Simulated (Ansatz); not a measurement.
The starting structures come from a database of crystals and need not be the phases stable at ambient conditions.

By PBEsol, the system below comes out a metal.

Crystal: YAl3 (P6_3/mmc, not sure to be the ambient phase, 8 atoms a cell, 19.5 Å³ an atom); planes in its conventional cell.

Calculation: PBEsol (plane waves, PAW; Ansatz, an electronic-structure program).

G/A = (e²/h) × open channels of both spins per area, as a mean over 0.1 eV about the Fermi level, without spin-orbit coupling, for the cells as given.

```csv
plane,area (Å²),G/A (10¹⁵ S/m²)
(100),28.8,0.31
(001),34.0,___
(110),49.9,___
```

Task: Fill in the missing entries.

Result: 
- (001), G/A (10¹⁵ S/m²): 0.58
- (110), G/A (10¹⁵ S/m²): 0.33
